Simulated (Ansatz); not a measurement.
BN under a change: uniaxial strain ε_zz = −0.60 %

The reference is BN in the wurtzite structure (space group P6_3mc, No. 186; a = 2.5545 Å, c = 4.2246 Å). Axes: x lies along a and z along c of the hexagonal cell.

The change: the cell is compressed by 0.60 % along z with no lateral relaxation; the atoms relax in the strained cell.

All numbers come from PBE in Ansatz (plane waves to 420 eV, PAW, no SOC). Γ-centred 15×15×8 mesh, Fermi–Dirac width 0.05 eV.

```json
[
 {"quantity": "volume per atom", "base": "5.97 Å³", "changed": "5.93 Å³", "shift": "-0.04 Å³"},
 {"quantity": "space group", "base": "P6_3mc (No. 186)", "changed": "P6_3mc (No. 186)", "shift": "–"},
 {"quantity": "shortest interatomic distance", "base": "1.567 Å", "changed": "1.566 Å", "shift": "-0.001 Å"},
 {"quantity": "energy relative to the base (free energy F)", "base": "0 meV/atom", "changed": "+0.7 meV/atom", "shift": "+0.7 meV/atom"},
 {"quantity": "pressure (mean of the normal stresses, compression positive)", "base": "0.00 GPa", "changed": "2.30 GPa", "shift": "+2.30 GPa"},
 {"quantity": "band gap", "base": "5.23 eV", "changed": "5.24 eV", "shift": "+0.01 eV"},
 {"quantity": "gap character", "base": "indirect, Γ → K", "changed": "indirect, Γ → K", "shift": "–"},
 {"quantity": "smallest direct gap", "base": "8.23 eV", "changed": "8.24 eV", "shift": "+0.003 eV"},
 {"quantity": "electron mass", "base": "0.31 mₑ along c, 0.51 mₑ across (at K)", "changed": "0.30 mₑ along z, 0.51 mₑ across (at K)", "shift": "–"},
 {"quantity": "valence-band top at Γ (three highest levels, from the VBM)", "base": "0.00, 0.00, -0.26 eV", "changed": "0.00, 0.00, -0.24 eV", "shift": "–"},
 {"quantity": "stress (xx, yy, zz, yz, xz, xy; compression positive)", "base": "–", "changed": "(0.36, 0.36, 6.19, 0.00, 0.00, 0.00) GPa", "shift": "–"}
]
```

Final structure:

```
CELL_PARAMETERS angstrom
      2.55452     0.00000     0.00000
     -1.27726     2.21228     0.00000
      0.00000     0.00000     4.19921
ATOMIC_POSITIONS crystal
  B  0.33333 0.66667 0.00019
  B  0.66667 0.33333 0.50019
  N  0.33333 0.66667 0.37481
  N  0.66667 0.33333 0.87481
```

Cost of the whole job for the changed cell (relaxation, final SCF and bands): about 14 core-seconds (a rough figure).

Masses are band curvatures over ±0.01 Å⁻¹ around the edge. Whether these cells are dynamically stable was not tested.

Ansatz is a quantum-chemistry and plane-wave program.
